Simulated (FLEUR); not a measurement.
Band structure of FeCo (Pm-3m, 2 atoms in the cell).

```yaml
crystal:
  lattice:
    - [2.78679, 0.00000, 0.00000]
    - [0.00000, 2.78679, 0.00000]
    - [0.00000, 0.00000, 2.78679]
  atoms:
    - { symbol: Fe, position: [0.00000, 0.00000, 0.00000], spin: 4.0 }
    - { symbol: Co, position: [0.50000, 0.50000, 0.50000], spin: 3.0 }
```
(The spins are starting values, not results.)

Computed with PBE, all-electron FLAPW (FLEUR), scalar-relativistic valence.

Settings: Kmax = 4 1/bohr; GmaxXC = 20 1/bohr; xcFunctional = pbe; jspins = 2; l_soc = F; mode = hist; fermiSmearingEnergy = 0.00183747 Htr; mesh (inpgen div1-3) = 16 16 16; inpgen gamma flag = true; Gmax = 20 1/bohr; numbands = 0; maxIterBroyd = 99; imix = Anderson; alpha = 0.05.

The starting cell comes from a database of computed structures (which also holds hypothetical and non-ambient phases and stackings), without a prior relaxation at this level. Its lattice was rescaled by a random factor within 2.5 % of one. Values depend on the basis (sphere radii, cutoffs, local orbitals), which need not be converged.

Levels in eV from the Fermi level, bands 16 to 23 of the first spin channel:
```
point     16     17     18     19     20     21     22     23
-----  -----  -----  -----  -----  -----  -----  -----  -----
Γ      -1.99  -0.78  -0.78  -0.78   9.36   9.36   9.36  15.22
X      -2.72  -2.04  -2.02  -0.85  -0.45  16.62  16.62  16.78
M      -1.63  -0.51  -0.51  -0.29  -0.29   6.57   6.77  17.94
R      -1.92  -1.59  -1.59   7.96   7.96   7.96   8.07   8.07
```
